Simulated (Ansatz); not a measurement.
Start from ZnS in the zinc blende structure (space group F-43m, No. 216; a = 5.297 Å).

Method: Ansatz (a first-principles code) LDA, no spin-orbit coupling.

For the base:

The valley order comes out as Γ 2.13 eV; X along ⟨100⟩ 3.05 eV; L along ⟨111⟩ 3.20 eV and the electron mass comes out as 0.17 mₑ (at Γ).

Now apply this change: every lattice vector is shortened by 2.50 %, atoms relaxed at fixed cell.

What happens to the valley order, energy relative to the base and electron mass?

The valley order (the lowest conduction-band minima on the path, energy above the VBM, named in the base's zone) changes from Γ 2.13 eV; X along ⟨100⟩ 3.05 eV; L along ⟨111⟩ 3.20 eV to Γ 2.47 eV; X along ⟨100⟩ 2.86 eV; L along ⟨111⟩ 3.34 eV; the energy increases by 31 meV/atom; the electron mass changes from 0.17 mₑ (at Γ) to 0.18 mₑ (at Γ).

The levels and masses belong to the bands next to the band gap. The cells carry an imposed strain or load. Effective masses come from finite differences of ±0.01 Å⁻¹. No phonon test of stability was made.
